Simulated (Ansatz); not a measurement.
Candidates (primitive cells; geometry: relaxed with this functional, without spin-orbit coupling):
A. PdCu (Pm-3m), a = b = c = 2.9617 Å, α = β = γ = 90.00°
B. AgZn (Pm-3m), a = 3.116 Å, b = 3.116 Å, c = 3.116 Å, α = 90.00°, β = 90.00°, γ = 90.00°
C. MgRh (Pm-3m), a = 3.082 Å, b = 3.082 Å, c = 3.082 Å, α = 90.00°, β = 90.00°, γ = 90.00°
D. MgTl (Pm-3m), a = b = c = 3.6137 Å, α = β = γ = 90.00°

Put the candidates in order of electron-phonon coupling λ, highest first, for PBEsol, DFPT electron-phonon coupling, linearised Boltzmann equation (Ansatz, an electronic-structure program).

D (0.70), B (0.37), C (0.182), A (0.122)

Metals; harmonic phonons. Halving the electron mesh moves these values by up to 5 %; q meshes are mostly untested. Some of the runs warned that the eigensolver left states short of its tolerance. Spin-orbit coupling is left out.

Formula and space group known from diffraction (Crystallography Open Database), not checked to be the room-temperature form: AgZn (Pm-3m), MgRh (Pm-3m), MgTl (Pm-3m), PdCu (Pm-3m). The missing spin-orbit coupling matters most for MgTl (Pm-3m).
